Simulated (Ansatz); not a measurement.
# A computed series for VSi2: pressure series

The parent structure is VSi$_{2}$ (space group P6_222, No. 180; a = 4.5661 Å, c = 6.3662 Å).

Cell and atoms are relaxed at each pressure.

All numbers come from PBE (Ansatz, a program for electronic structure), no spin-orbit coupling.

| pressure (GPa) | volume per atom (Å³/atom) |
|---|---|
| -2 | 12.924 |
| -1 | 12.847 |
| 0 | 12.772 |
| 1.8 | 12.643 |
| 4.2 | 12.481 |
| 9 | ? |
| 18 | 11.719 |
| 30 | 11.211 |
| 60 | 10.281 |

### Question
Fit the third-order Birch–Murnaghan form P(V) = (3B₀/2)[(V₀/V)^(7/3) − (V₀/V)^(5/3)]·[1 + (3/4)(B₀′ − 4)((V₀/V)^(2/3) − 1)] (squares taken in P) to the rows shown and predict the withheld row.

### Answer
Least squares on the printed values gives V₀ = 12.772 Å³/atom, B₀ = 174 GPa, B₀′ = 4.2; this predicts 12.189 Å³/atom, and the run gives 12.188 Å³/atom, in agreement.

Load acts through the strain it causes; cell and atoms are relaxed under it. Stability against distortions was not tested. No other phases were tried under pressure. Seeded moments were not kept for the base. All final runs are without spin polarisation. An odd electron count without spin: VSi2.
